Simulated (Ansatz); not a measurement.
A computed series for RhSb3: pressure series

Base system: RhSb3 (space group Im-3, No. 204; a = 9.2477 Å).

Cell and atoms are relaxed at each pressure.

All numbers come from PBEsol (Ansatz, a quantum-chemistry and plane-wave program), no spin-orbit coupling.

Notes on the quantities. enthalpy: H = E + PV relative to the base's energy.

| change | lattice parameter a | enthalpy |
|---|---|---|
| base | 9.248 Å | – |
| pressure −2 GPa | 9.313 Å | -0.31 eV/atom |
| pressure −1 GPa | 9.279 Å | -0.16 eV/atom |
| pressure 0.3 GPa | 9.239 Å | +0.05 eV/atom |
| pressure 0.7 GPa | 9.227 Å | +0.11 eV/atom |
| pressure 1.5 GPa | 9.203 Å | +0.23 eV/atom |
| pressure 3 GPa | 9.162 Å | +0.46 eV/atom |
| pressure 5 GPa | 9.111 Å | +0.75 eV/atom |
| pressure 7.5 GPa | 9.052 Å | +1.12 eV/atom |
| pressure 10 GPa | 8.999 Å | +1.48 eV/atom |

Load acts through the strain it causes; cell and atoms are relaxed under it. Whether these cells are dynamically stable was not tested. Competing high-pressure phases were not computed. The final runs are not spin-polarised.
